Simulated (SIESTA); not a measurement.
Input and output of a self-consistent single point for ZrNi₅ (F-43m, 6 atoms in the cell) (SIESTA).

Method of the run: GGA PBEsol, numerical atomic orbitals DZP, PseudoDojo PBEsol standard norm-conserving potentials (rewritten from UPF to PSML) (SIESTA).

The change in words: lattice scaled by 0.98. Reference geometry:
```
CELL_PARAMETERS angstrom
      0.00000     3.24604     3.24604
      3.24604     0.00000     3.24604
      3.24604     3.24604     0.00000
ATOMIC_POSITIONS crystal
  Zr 0.00000 0.00000 0.00000
  Ni 0.25000 0.25000 0.25000
  Ni 0.62347 0.62347 0.62347
  Ni 0.12959 0.62347 0.62347
  Ni 0.62347 0.62347 0.12959
  Ni 0.62347 0.12959 0.62347
```
Moments meant for the start (each program seeds them in its own way; μB, in the order of the atoms Zr Ni Ni Ni Ni Ni): 0.0 2.0 0.0 0.0 0.0 0.0.

Reference input (self-consistent single point, DFT, GGA PBEsol, numerical atomic orbitals DZP, PseudoDojo PBEsol standard norm-conserving potentials (rewritten from UPF to PSML)): XC.functional = GGA; XC.authors = PBEsol; potentials = PseudoDojo PBEsol standard; PAO.BasisSize = DZP; PAO.EnergyShift = 0.01 Ry; MeshCutoff = 300 Ry; kgrid.MonkhorstPack = 6 6 6; OccupationFunction = MP; OccupationMPOrder = 0; ElectronicTemperature = 272 meV; Spin = polarized; DM.InitSpin = [1 +0.00, 2 +2.00, 3 +0.00, 4 +0.00, 5 +0.00, 6 +0.00]. This run's input differs from it in these lines:

```diff
@@ -12,5 +12,5 @@
 %block LatticeVectors
-     0.000000000    6.134132259    6.134132259
-     6.134132259    0.000000000    6.134132259
-     6.134132259    6.134132259    0.000000000
+     0.000000000    6.011449349    6.011449349
+     6.011449349    0.000000000    6.011449349
+     6.011449349    6.011449349    0.000000000
 %endblock LatticeVectors
@@ -19,7 +19,7 @@
      0.000000000    0.000000000    0.000000000  1
-     3.067066129    3.067066129    3.067066129  2
-     7.648894879    7.648894879    7.648894879  2
-     7.648894879    4.619369639    4.619369639  2
-     4.619369639    4.619369639    7.648894879  2
-     4.619369639    7.648894879    4.619369639  2
+     3.005724675    3.005724675    3.005724675  2
+     7.495916651    7.495916651    7.495916651  2
+     7.495916651    4.526982047    4.526982047  2
+     4.526982047    4.526982047    7.495916651  2
+     4.526982047    7.495916651    4.526982047  2
 %endblock AtomicCoordinatesAndAtomicSpecies
```

Output, abridged:

```
        iscf     Eharris(eV)        E_KS(eV)     FreeEng(eV)     dDmax    Ef(eV) dHmax(eV)
   scf:    1   -23981.474427   -24126.639002   -24126.864263  1.238728 -1.650485 30.279236
     spin moment: {S} , |S| = {        0.0        0.0    1.57305 }     1.57305
   scf:    2   -24185.251851   -24169.427283   -24169.637968  0.385371 -3.078387 12.335328
     spin moment: {S} , |S| = {        0.0        0.0    0.53638 }     0.53638
   scf:    3   -24163.138868   -24174.552533   -24174.777138  0.305319 -3.676169 17.265912
     spin moment: {S} , |S| = {        0.0        0.0    1.44612 }     1.44612
   [... lines left out ...]
     spin moment: {S} , |S| = {        0.0        0.0   -0.00046 }    -0.00046
   scf:   32   -24181.282011   -24181.282011   -24181.509260  0.000012 -4.549074  0.000502
     spin moment: {S} , |S| = {        0.0        0.0   -0.00054 }    -0.00054
   scf:   33   -24181.282011   -24181.282011   -24181.509260  0.000010 -4.549074  0.000454
     spin moment: {S} , |S| = {        0.0        0.0   -0.00057 }    -0.00057
   scf:   34   -24181.282012   -24181.282011   -24181.509260  0.000010 -4.549073  0.000460
     spin moment: {S} , |S| = {        0.0        0.0   -0.00060 }    -0.00060
SCF Convergence by DM+H criterion
max |DM_out - DM_in|         :     0.0000096884
max |H_out - H_in|      (eV) :     0.0004595113
SCF cycle converged after 34 iterations

Using DM_out to compute the final energy and forces

siesta: E_KS(eV) =           -24181.2820

siesta: E_KS - E_eggbox =    -24181.2820

siesta: Atomic forces (eV/Ang):
     1   -0.000065   -0.000065   -0.000065
     2    0.000053    0.000053    0.000053
     3    0.195057    0.195057    0.195056
     4    0.195066   -0.195058   -0.195057
     5   -0.195058   -0.195058    0.195065
     6   -0.195058    0.195066   -0.195057
   Tot   -0.000006   -0.000006   -0.000006
   Max    0.195066
   Res    0.159265    sqrt( Sum f_i^2 / 3N )
   Max    0.195066    constrained

   [... lines left out ...]
siesta: FreeEng =    -24181.509260
siesta: Cell volume =         64.382965 Ang**3
siesta:         255.63202920        240.37670377  kBar
   [... lines left out ...]

mulliken: Qtot =       51.000

Mulliken Atomic Populations:
Atom #   charge [q] valence [e]      Sz [e]  Species
     1    -1.127005   13.127005   -0.000184  Zr
     2     0.382832   17.617168   -0.001522  Ni
     3     0.186095   17.813905    0.000277  Ni
     4     0.186026   17.813974    0.000278  Ni
     5     0.186026   17.813974    0.000278  Ni
     6     0.186026   17.813974    0.000278  Ni
 Total    -0.000000               -0.000595
```

The run converged in 34 iterations. Against the reference run the free energy goes up by 69.3 meV/atom, the pressure goes from 8.06 to 25.56 GPa and the largest force goes from 0.260 to 0.338 eV/Å.

The starting cell comes from a database of computed structures (which also holds hypothetical and non-ambient phases and stackings), without a prior relaxation at this level. Its lattice was rescaled by a random factor within 2.5 % of one. For this run, on top of that: lattice scaled by 0.98. The starting moments vanished: the run ended non-magnetic, which need not be the lowest state. Values carry the incompleteness of an atom-centred basis. With a pressure of about 26 GPa the cell is away from its equilibrium volume at this level.

Cost on one core of a shared machine: roughly 2 min.
